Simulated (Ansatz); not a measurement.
Defect: Al vacancy in wurtzite AlN strained by +1.5 % along x and y, z held, charge state -3. Method: PBE, PAW (plane waves to 420 eV; Ansatz, a program for electronic structure).

Settings: 72 host sites, the strained lattice (strain from the relaxed PBE one, atoms relaxed), a 2×2×2 k-point mesh shifted by half a step along c, smearing 0.01 eV, spin-restricted, no image-charge correction. Energies are static. The charge state is imposed; whether it is stable for some Fermi level was not computed. Forms of the defect that were not tried may lie lower.

Relaxed starting cell (atoms counted from 1):

```xyz
71
Lattice="9.5316 0.0000 0.0000 -4.7658 8.2546 0.0000 0.0000 0.0000 10.0363" Properties=species:S:1:pos:R:3 pbc="T T T"
Al     1.5833     0.9178     7.3779
Al    -0.0075     3.6247     2.4745
Al    -0.0133     3.6693     7.5188
Al    -1.6334     6.4419     2.4746
Al    -1.5978     6.4134     7.5190
Al     4.7237     0.9417     2.4744
Al     4.7650     0.9249     7.5193
Al     3.1744     3.6240     2.4745
Al     3.1804     3.6691     7.5191
Al     1.5840     6.4208     2.4849
Al     1.5837     6.4208     7.5099
Al     7.9755     0.9418     2.4741
Al     7.9339     0.9248     7.5191
Al     6.3495     3.6696     2.4726
Al     6.3496     3.6692     7.5170
Al     4.8008     6.4413     2.4743
Al     4.7651     6.4133     7.5195
Al     0.0147     1.8231     4.9889
Al     0.0138     1.8243    10.0654
Al    -1.5883     4.5895     4.9849
Al    -1.5833     4.5927    10.0574
Al    -3.1826     7.3611     4.9896
Al    -3.1819     7.3602    10.0654
Al     3.1521     1.8230     4.9894
Al     3.1531     1.8236    10.0651
Al     1.5836     4.5769     4.9873
Al     1.5837     4.5822    10.0287
Al    -0.0128     7.3426     4.9875
Al    -0.0086     7.3401    10.0281
Al     6.3497     1.8290     4.9847
Al     6.3494     1.8231    10.0570
Al     4.7559     4.5893     4.9848
Al     4.7507     4.5923    10.0576
Al     3.1804     7.3426     4.9878
Al     3.1761     7.3401    10.0284
N      1.5834     0.9177     4.7944
N      1.5834     0.9178     9.3655
N     -0.0042     3.6752     4.4241
N      0.0002     3.6913     9.4222
N     -1.5879     6.4185     4.4241
N     -1.5720     6.4145     9.4222
N      4.7661     0.9140     4.4237
N      4.7770     0.9025     9.4224
N      3.1716     3.6752     4.4244
N      3.1673     3.6911     9.4224
N      1.5838     6.4209     4.4201
N      1.5837     6.4209     9.4330
N      7.9333     0.9140     4.4235
N      7.9216     0.9024     9.4225
N      6.3498     3.6693     4.4163
N      6.3496     3.6693     9.4483
N      4.7553     6.4185     4.4239
N      4.7396     6.4142     9.4226
N     -0.1814     1.9370     1.8389
N     -0.0588     1.8658     6.9466
N     -1.5792     4.5954     1.9329
N     -1.5978     4.5839     6.9194
N     -3.1823     7.1355     1.8390
N     -3.1823     7.2760     6.9472
N      3.3480     1.9361     1.8386
N      3.2258     1.8655     6.9473
N      1.5836     4.5952     1.9130
N      1.5836     4.5890     6.9184
N      0.0024     7.3341     1.9126
N     -0.0026     7.3368     6.9185
N      6.3493     1.8180     1.9325
N      6.3495     1.8396     6.9195
N      4.7464     4.5951     1.9331
N      4.7652     4.5838     6.9194
N      3.1652     7.3340     1.9126
N      3.1700     7.3367     6.9186
```
Cell charge -3.

End state 1 differs by these moves (Å; atoms that move under 0.08 Å are left out):

```json
[
 {"atom": "1", "element": "Al", "Δx": "0.00", "Δy": "0.01", "Δz": "0.14"},
 {"atom": "4", "element": "Al", "Δx": "0.08", "Δy": "0.00", "Δz": "0.00"},
 {"atom": "6", "element": "Al", "Δx": "-3.10", "Δy": "0.00", "Δz": "0.00"},
 {"atom": "7", "element": "Al", "Δx": "0.00", "Δy": "-0.01", "Δz": "-0.14"},
 {"atom": "36", "element": "N", "Δx": "0.00", "Δy": "0.00", "Δz": "-0.37"},
 {"atom": "42", "element": "N", "Δx": "0.00", "Δy": "0.00", "Δz": "0.37"},
 {"atom": "54", "element": "N", "Δx": "0.18", "Δy": "-0.12", "Δz": "0.09"},
 {"atom": "58", "element": "N", "Δx": "-0.01", "Δy": "0.20", "Δz": "0.07"},
 {"atom": "60", "element": "N", "Δx": "-0.35", "Δy": "0.00", "Δz": "0.00"},
 {"atom": "61", "element": "N", "Δx": "-0.11", "Δy": "0.00", "Δz": "0.00"},
 {"atom": "64", "element": "N", "Δx": "-0.01", "Δy": "-0.20", "Δz": "-0.07"},
 {"atom": "66", "element": "N", "Δx": "0.18", "Δy": "0.12", "Δz": "-0.09"}
]
```

Q: Estimate the forward and backward barriers to end state 1 that PBE, PAW returns for this input.

A: forward 2.45 eV, backward 2.45 eV; at the saddle point atom 6 has neighbours N at 1.78, 2 N at 2.24, 2 N at 2.26 Å. The saddle point's order was not checked, and it lies on a symmetry element of the cell, where a band can be held.
